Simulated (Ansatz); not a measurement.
Base system: MgI2 in the CdI2 type structure (space group P-3m1, No. 164; layered, stacked along the Cartesian z axis).

```
MgI2
1.0
    4.12435     0.00000     0.00000
   -2.06218     3.57179     0.00000
    0.00000     0.00000     6.83112
Mg I
1 2
Direct
  0.00000   0.00000   0.00000
  0.33333   0.66667   0.24552
  0.66667   0.33333   0.75448
```

Cartesian axes are those of the cell as printed.

Calculations: Kohn–Sham DFT with the PBE-D3(BJ) functional, run in Ansatz (a program for electronic structure) with PAW and 420 eV plane waves, scalar-relativistic without spin-orbit coupling.

Strains are applied to the cell and any free atomic positions relax.

One change was made to it. Results:

The band gap drops by 0.10 eV (3.52 eV → 3.42 eV); the energy grows by 1.0 meV/atom.

Q: Which change produced these results?
(A) uniaxial strain ε_zz = −2.00 %
(B) uniaxial strain ε_zz = −0.50 %
(C) uniaxial strain ε_zz = −1.00 %
(D) uniaxial strain ε_zz = +2.50 %
(E) uniaxial strain ε_zz = +2.00 %

A: A, uniaxial strain ε_zz = −2.00 %. For comparison, the band gap in the other runs: uniaxial strain ε_zz = +2.00 % gives 3.56 eV; uniaxial strain ε_zz = +2.50 % gives 3.56 eV; uniaxial strain ε_zz = −0.50 % gives 3.50 eV; uniaxial strain ε_zz = −1.00 % gives 3.47 eV.

Spin-orbit coupling, missing from the scalar runs, can matter with I. No phonon test of stability was made.
